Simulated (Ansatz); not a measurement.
Base system: MoP (space group P-6m2, No. 187; a = 3.2408 Å, c = 3.1954 Å).

Level of theory: Ansatz (a program for electronic structure) PBE, scalar-relativistic without spin-orbit coupling.

For the base:

| Quantity | Result |
|---|---|
| Shortest interatomic distance | 2.460 Å |
| c/a ratio | 0.986 |
| Density | 7.25 g/cm³ |

It is then changed as follows: cell and atoms relaxed at a pressure of 100 GPa.

Task: What does the calculation give for the shortest interatomic distance, c/a ratio and density after the change?

Result: The shortest interatomic distance falls by 0.194 Å (2.460 Å → 2.266 Å); the c/a ratio increases by 0.059, from 0.986 to 1.045; the density increases by 2.19 g/cm³ (7.25 g/cm³ → 9.44 g/cm³).

Load acts through the strain it causes; cell and atoms are relaxed under it. Stability against distortions was not tested. Competing high-pressure phases were not computed. All final runs are without spin polarisation. An odd electron count without spin: MoP.
